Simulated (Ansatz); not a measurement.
The starting structures come from a database of crystals and need not be the phases stable at ambient conditions.

 Where the default PAW files enter, the runs use the earlier of Ansatz's two default sets.

Here is the system:

```yaml
crystal:
  lattice:
    - [5.67403, 0.00000, 0.00000]
    - [-2.83702, 4.91385, 0.00000]
    - [0.00000, 0.00000, 10.02200]
  atoms:
    - { symbol: K, position: [0.33333, 0.66667, 0.58114] }
    - { symbol: K, position: [0.66667, 0.33333, 0.41886] }
    - { symbol: K, position: [0.66667, 0.33333, 0.08114] }
    - { symbol: K, position: [0.33333, 0.66667, 0.91886] }
    - { symbol: K, position: [0.00000, 0.00000, 0.75000] }
    - { symbol: K, position: [0.00000, 0.00000, 0.25000] }
    - { symbol: P, position: [0.66667, 0.33333, 0.75000] }
    - { symbol: P, position: [0.33333, 0.66667, 0.25000] }
```

Space group of this cell: P6_3/mmc. The cell is taken as given.

Transport runs along the normal of the first two printed cell vectors, the (001) plane of the conventional cell.

No gap correction and no spin-orbit coupling; mid-gap values are interpolated between computed energies.

Task: Compute, with Ansatz (a quantum-chemistry and plane-wave program) with r2SCAN, the band gap and the smallest decay constant κ at mid-gap.

Result: Gap 0.61 eV on a 6×6×4 mesh; κ = 0.085 1/Å, at the zone centre.
